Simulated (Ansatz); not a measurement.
# H2O on the 1x1 (101) surface of anatase TiO2 (cut with top plane O), one in a 2x1 cell, started at the site 'over Ti at depth 0.9 Å'

Host crystal: anatase TiO2, with a band gap (PBE, scalar-relativistic without spin-orbit coupling).

These are r2SCAN, at the PBE geometry (plane waves to 500 eV, PAW; Ansatz, a first-principles code) values and carry that method's errors.

Slab: 39 atoms, 9.4 Å thick at the start under the adsorbate (thin: gaps and levels are the slab's own); k 3x4x1, smearing 0.01 eV, dipole-corrected; single point; no symmetry held, on the structure that PBE left; no spin, no spin-orbit, no U, no dispersion correction. At the end it is bonded to Ti. In PBE it is, or lies within 0.03 eV of, the lowest of the starts that converged; the order may differ at this level.

The adsorption energy against H2O(g) at the same level comes out as -0.82 eV, the gap of the slab on its k-mesh comes out as 2.86 eV and the highest filled level below the top vacuum level is 7.19 eV. The change of the step from the bottom to the top vacuum level, against the clean slab is -0.60 eV. The height of the binding atom over the mean of the host atoms within 0.3 Å of the top one is 128.8 pm and the nearest host atoms of the binding atom is Ti at 2.35 Å, O at 2.80 Å, O at 2.82 Å. The note is in the relaxation the adsorbate left its starting site by 1.1 Å and the cost comes out as very roughly 6 core-minutes.

A negative adsorption energy means that the adsorbate is more stable on the surface than in its reference.
